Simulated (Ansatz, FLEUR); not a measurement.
An Ansatz (a program for electronic structure) input for a self-consistent single point of Al2Cu (I4/mcm, 6 atoms in the cell) (DFT, LDA (PW92), plane waves, default PAW files made with PBE):

Ansatz 0.2 input:
```yaml
# Al2Cu
crystal:
  lattice:
    - [-2.99890000, 2.99890000, 2.39273500]
    - [2.99890000, -2.99890000, 2.39273500]
    - [2.99890000, 2.99890000, -2.39273500]
  atoms:
    - { symbol: Al, position: [0.84139000, 0.65861000, 0.50000000] }
    - { symbol: Al, position: [0.15861000, 0.34139000, 0.50000000] }
    - { symbol: Al, position: [0.65861000, 0.15861000, 0.81722000] }
    - { symbol: Al, position: [0.34139000, 0.84139000, 0.18278000] }
    - { symbol: Cu, position: [0.25000000, 0.25000000, 0.00000000] }
    - { symbol: Cu, position: [0.75000000, 0.75000000, 0.00000000] }
kpoints:
  mp_grid: { grid: [6, 6, 6] }
hamiltonian:
  xc: lda
  pseudopotentials: { kind: paw }
scf:
  occupations: { method: gaussian, width: 0.272 eV }
output:
  forces: true
  eigenvalues: true
  stress: true
```

Translate this input to FLEUR.

One input that does it (others would too):

Input of the input generator:

```
Al2Cu FLAPW
&input film=f /
-5.6670996751 5.6670996751 4.5216138388
5.6670996751 -5.6670996751 4.5216138388
5.6670996751 5.6670996751 -4.5216138388
1.0
1.0 1.0 1.0

6
13 0.8413900000 0.6586100000 0.5000000000
13 0.1586100000 0.3413900000 0.5000000000
13 0.6586100000 0.1586100000 0.8172200000
13 0.3413900000 0.8413900000 0.1827800000
29 0.2500000000 0.2500000000 -0.0000000000
29 0.7500000000 0.7500000000 -0.0000000000

&comp jspins=1 /
&exco xctyp='pz' /
&kpt div1=6 div2=6 div3=6 gamma=t /
&end /
```

```xml
<?xml version="1.0" encoding="UTF-8" standalone="no"?>
<fleurInput fleurInputVersion="0.39">
   <comment>
      Al2Cu FLAPW                                                                                         
   </comment>
   <calculationSetup>
      <cutoffs Kmax="4.2" Gmax="14.7" GmaxXC="14.7" numbands="0"/>
      <scfLoop itmax="100" minDistance="0.00001" maxIterBroyd="15" imix="Anderson" alpha="0.05" precondParam="0.0" spinf="2.0"/>
      <coreElectrons ctail="T" frcor="F" kcrel="0" coretail_lmax="0"/>
      <xcFunctional name="pz" relativisticCorrections="F"/>
      <magnetism jspins="1"/>
      <soc l_soc="F" theta="0.0" phi="0.0" spav="F"/>
      <expertModes spex="0" secvar="F"/>
      <geometryOptimization l_f="T" forcealpha="1.0" forcemix="BFGS" epsdisp="0.00001" epsforce="0.00001"/>
      <ldaU l_linMix="F" mixParam="0.05" spinf="1.0"/>
   </calculationSetup>
   <cell>
      <bzIntegration valenceElectrons="34.0" mode="gauss" fermiSmearingEnergy="0.00999582">
         <kPointListSelection listName="default-1"/>
         <!-- k-points included here -->
         <xi:include xmlns:xi="http://www.w3.org/2001/XInclude" href="kpts.xml"> </xi:include>
      </bzIntegration>
      <!-- symmetry operations included here -->
      <xi:include xmlns:xi="http://www.w3.org/2001/XInclude" href="sym.xml"> </xi:include>
      <bulkLattice scale="1.0">
         <bravaisMatrix>
            <row-1>   -5.6670996751000002     5.6670996751000002     4.5216138387999996</row-1>
            <row-2>    5.6670996751000002    -5.6670996751000002     4.5216138387999996</row-2>
            <row-3>    5.6670996751000002     5.6670996751000002    -4.5216138387999996</row-3>
         </bravaisMatrix>
      </bulkLattice>
   </cell>
   <atomSpecies>
      <species name="Aluminum (Al)" element="Al" atomicNumber="13">
         <mtSphere radius="2.40" gridPoints="827" logIncrement="0.014"/>
         <atomicCutoffs lmax="10" lnonsphr="8"/>
         <electronConfig flipSpins="F">
            <coreConfig>(1s1/2) (2s1/2) (2p1/2) (2p3/2)</coreConfig>
            <valenceConfig>(3s1/2) (3p1/2) (3p3/2)</valenceConfig>
            <stateOccupation state="(3p1/2)" spinUp="0.1666666666667" spinDown="0.1666666666667"/>
            <stateOccupation state="(3p3/2)" spinUp="0.3333333333333" spinDown="0.3333333333333"/>
         </electronConfig>
         <energyParameters s="3" p="3" d="3" f="4"/>
      </species>
      <species name="Copper (Cu)" element="Cu" atomicNumber="29">
         <mtSphere radius="2.11" gridPoints="727" logIncrement="0.017"/>
         <atomicCutoffs lmax="8" lnonsphr="6"/>
         <electronConfig flipSpins="F">
            <coreConfig>(1s1/2) (2s1/2) (2p1/2) (2p3/2) (3s1/2) (3p1/2) (3p3/2)</coreConfig>
            <valenceConfig>(4s1/2) (3d3/2) (3d5/2)</valenceConfig>
            <stateOccupation state="(4s1/2)" spinUp="0.5" spinDown="0.5"/>
         </electronConfig>
         <energyParameters s="4" p="4" d="3" f="4"/>
         <lo type="HELO" l="2" n="4" eDeriv="0"/>
      </species>
   </atomSpecies>
   <atomGroups>
      <atomGroup species="Aluminum (Al)">
         <relPos label="                   1">-.1586100000 -.3413900000 1.000/2.000</relPos>
         <relPos label="                   2">.1586100000 .3413900000 1.000/2.000</relPos>
         <relPos label="                   3">-.3413900000 .1586100000 -.1827800000</relPos>
         <relPos label="                   4">.3413900000 -.1586100000 .1827800000</relPos>
         <force calculate="T" relaxXYZ="TTT"/>
      </atomGroup>
      <atomGroup species="Copper (Cu)">
         <relPos label="                   5">1.000/4.000 1.000/4.000 .0000000000</relPos>
         <relPos label="                   6">-1.000/4.000 -1.000/4.000 .0000000000</relPos>
         <force calculate="T" relaxXYZ="TTT"/>
      </atomGroup>
   </atomGroups>
   <output dos="F" band="F" slice="F">
      <checks vchk="F" cdinf="F"/>
      <bandDOS minEnergy="-.5*Htr" maxEnergy="0.5*Htr" sigma="0.015" storeEVData="T"/>
      <vacuumDOS vacdos="F" integ="F" star="F" nstars="0" locx1="0.0" locy1="0.0" locx2="0.0" locy2="0.0" nstm="0" tworkf="0.0"/>
      <unfoldingBand unfoldBand="F" supercellX="1" supercellY="1" supercellZ="1"/>
      <plotting iplot="0" polar="F">
         <plot TwoD="T" vec1="  1.0  0.0  0.0" vec2="  0.0  1.0  0.0" vec3="  0.0  0.0  1.0" zero="  0.0  0.0  0.0" file="plot"/>
      </plotting>
      <chargeDensitySlicing numkpt="0" minEigenval="0.0" maxEigenval="0.0" nnne="0" pallst="F"/>
      <specialOutput eonly="F"/>
      <magneticCircularDichroism mcd="F" energyLo="-10.0" energyUp="0.0"/>
   </output>
  <!-- We include the file relax.xml here to enable relaxations (see documentation) -->
  <xi:include xmlns:xi="http://www.w3.org/2001/XInclude" href="relax.xml"> <xi:fallback/> </xi:include>
</fleurInput>
```

Basis settings and potentials, where a program has them, do not carry over. This input uses DFT, LDA (Perdew-Zunger), all-electron FLAPW (FLEUR), scalar-relativistic valence. LDA parametrisations can differ slightly between programs.

The starting cell comes from a database of computed structures (which also holds hypothetical and non-ambient phases and stackings), without a prior relaxation at this level.
